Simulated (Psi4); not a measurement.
Psi4 1.11, unrestricted WB97X/def2-svp: V(O)(Cl)3 triplet ([O]=[V]([Cl])([Cl])[Cl]), charge 0, multiplicity 3, 5 atoms. The geometry is a generated start, not checked to be a minimum at this level.

```
Item                                                 Value
--------------------------  ------------------------------
task                                                energy
method                                               wb97x
basis                                             def2-svp
memory                                                3 GB
maxiter                                                100
keys of the molecule block                     symmetry c1
scf_type                                      df (default)
guess                       auto, which took SAD (default)
scf_initial_accelerator                    adiis (default)
e_convergence                              1e-06 (default)
d_convergence                              1e-06 (default)
dft_radial_points                             75 (default)
dft_spherical_points                         302 (default)
basis functions                                         99
grid points                                         108930
```

```xyz
5

V      0.0943    -0.0425    -0.0408
O      1.3641    -0.6053    -0.6514
Cl     0.4936     0.8645     1.7002
Cl    -0.7296     1.2990    -1.2833
Cl    -1.2223    -1.5158     0.2753
```

Charge 0 and multiplicity 3 are set for this test and not shown to be the ground state.

One run each on 2 threads. Values of diis_max_vecs tried: 3, 6, 10 (default), 20.

Which value of diis_max_vecs needs the fewest SCF iterations, and what happens away from it?

Fewest SCF iterations: 20 with 45. The count rises to 77 at 6. The run ends without SCF convergence in 100 iterations at 3.

```json
[
 {"diis_max_vecs": "3", "SCF iterations": "100", "end": "no convergence"},
 {"diis_max_vecs": "6", "SCF iterations": "77", "end": "same solution"},
 {"diis_max_vecs": "10 (default)", "SCF iterations": "55", "end": "same solution"},
 {"diis_max_vecs": "20", "SCF iterations": "45", "end": "same solution"}
]
```
